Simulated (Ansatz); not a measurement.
We consider TiO2 (C2/m, No. 12, 12 atoms in the cell; start mp-554278; a measured phase of this formula has another space group), described by r²SCAN (plane waves, PAW; Ansatz, a quantum-chemistry and plane-wave program).

Numerical settings: plane-wave cutoff 500 eV, 12×12×6 k mesh (along the axes of the cell as run), Fermi–Dirac smearing 0.05 eV, no spin polarisation, scalar-relativistic PAW data made under PBE.

Cell (relaxed at this level):

```cif
data_O8Ti4
_chemical_formula_sum 'Ti4 O8'
_space_group_name_H-M_alt 'P 1'
_space_group_IT_number 1
_cell_length_a 6.37344
_cell_length_b 6.37344
_cell_length_c 6.56076
_cell_angle_alpha 106.241
_cell_angle_beta 106.241
_cell_angle_gamma 34.058
loop_
_space_group_symop_operation_xyz
  'x, y, z'
loop_
_atom_site_label
_atom_site_type_symbol
_atom_site_fract_x
_atom_site_fract_y
_atom_site_fract_z
_atom_site_occupancy
Ti1 Ti 0.80552 0.80552 0.71732 1
Ti2 Ti 0.19448 0.19448 0.28268 1
Ti3 Ti 0.10061 0.10061 0.70961 1
Ti4 Ti 0.89939 0.89939 0.29039 1
O1 O 0.05834 0.05834 0.37054 1
O2 O 0.94166 0.94166 0.62946 1
O3 O 0.63851 0.63851 0.70588 1
O4 O 0.36149 0.36149 0.29412 1
O5 O 0.13294 0.13294 0.00366 1
O6 O 0.86706 0.86706 0.99634 1
O7 O 0.73600 0.73600 0.34697 1
O8 O 0.26400 0.26400 0.65303 1
```

**Question.** What does this level give for the band gap?

**Answer.** 
band gap: 3.20 eV (on the SCF k mesh)

Note: the relaxation could not lower the start's symmetry, so the cell can be a saddle point above a distorted one.

Computed values are for the static lattice.

A start named mp-… is a Materials Project structure, which need not be a measured phase.
